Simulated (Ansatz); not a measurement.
The starting structures come from a database of crystals and need not be the phases stable at ambient conditions.

 Where the default PAW files enter, the runs use the earlier of Ansatz's two default sets.

Crystal: KMgF₃ (Pm-3m, cubic perovskite, not sure to be the ambient phase, 5 atoms a cell, 12.6 Å³ an atom); both levels run on this one cell.

Complex bands along the normal of (001) by Ansatz (plane waves, PAW, no spin-orbit coupling). r2SCAN gives a gap of 8.32 eV and a slowest mid-gap decay of 0.580 1/Å.

Q: What does PBE give on the same cell, and what does that do to the current through 2 nm?

A: Gap 7.38 eV, κ = 0.546 1/Å. The mid-gap transmission through 2 nm changes by exp(2 × 20 × (0.580 − 0.546)) = a factor of 3.9 against r2SCAN.

Ansatz is a quantum-chemistry and plane-wave program.
